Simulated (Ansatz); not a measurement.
Take BP in the zinc blende structure (space group F-43m, No. 216; a = 4.5485 Å) as the base.

(Cell as relaxed with PBE.)

Levels (all Ansatz, a program for electronic structure, PAW): PBE (420 eV, spin-orbit coupling left out); r2SCAN (500 eV, no SOC).

Each level relaxes its own structure.

```
base                      PBE    r2SCAN
-------------------  --------  --------
volume per atom      11.76 Å³  11.67 Å³
lattice parameter a   4.548 Å   4.537 Å
band gap              1.25 eV   1.41 eV
```

One thing is altered: a hydrostatic pressure of 1.8 GPa.

```csv
quantity,PBE,r2SCAN
band gap,1.23 eV,(withheld)
gap character,"indirect, Γ → Γ–X (83 % along)",(withheld)
"hole mass (degenerate bands, along [100])","0.26, 0.26, 0.34 mₑ (at Γ)",(withheld)
volume per atom,11.63 Å³,(withheld)
```

Predict the r2SCAN column.


- band gap, r2SCAN: 1.40 eV
- gap character, r2SCAN: indirect, Γ → Γ–X (83 % along)
- hole mass (degenerate bands, along [100]), r2SCAN: 0.24, 0.24, 0.32 mₑ (at Γ)
- volume per atom, r2SCAN: 11.55 Å³

PBE's band gap lies 0.162 eV below r2SCAN's; PBE's volume per atom lies 0.086 Å³ above r2SCAN's (0.7 %); the two agree on the gap character. Neither level is exact; r2SCAN is the comparison here, not a measurement.

Load acts through the strain it causes; cell and atoms are relaxed under it. Masses are band curvatures over ±0.01 Å⁻¹ around the edge. No phonon test of stability was made.
